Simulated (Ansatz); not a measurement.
# Ru: Ru → Co

Take Ru in the hcp (Mg type) structure (space group P6_3/mmc, No. 194; a = 2.692 Å, c = 4.246 Å) as the base.

Now apply this change: every Ru is replaced by Co, then cell and atoms are relaxed.

Computed with Kohn–Sham DFT with the PBEsol functional, run in Ansatz (a program for electronic structure) with PAW and 420 eV plane waves, no spin-orbit coupling, earlier PAW set. Γ-centred 22×22×12 mesh, Fermi–Dirac width 0.05 eV, for the changed cell.

```json
{
 "volume_per_atom": "10.37 Å³ (base 13.32 Å³)",
 "density": "9.43 g/cm³ (base 12.60 g/cm³)",
 "lattice_parameter_a": "2.457 Å (base 2.692 Å)",
 "c/a ratio": "1.615 (base 1.577)",
 "space_group": "P6_3/mmc (No. 194) (base P6_3/mmc (No. 194))",
 "band_gap": "zero (base zero)",
 "magnetic_state": "ferromagnetic (base not spin-polarised)",
 "largest_site_moment": "1.64 μB (base 0.00 μB)"
}
```

Final structure:

```yaml
crystal:
  lattice:
    - [2.45713, 0.00000, 0.00000]
    - [-1.22856, 2.12793, 0.00000]
    - [0.00000, 0.00000, 3.96818]
  atoms:
    - { symbol: Co, position: [0.33333, 0.66667, 0.75000] }
    - { symbol: Co, position: [0.66667, 0.33333, 0.25000] }
```

Other magnetic orders, which the real material may have, were not ruled out. No phonon test of stability was made. Spin-polarised in the final run: Co; the other runs are not.
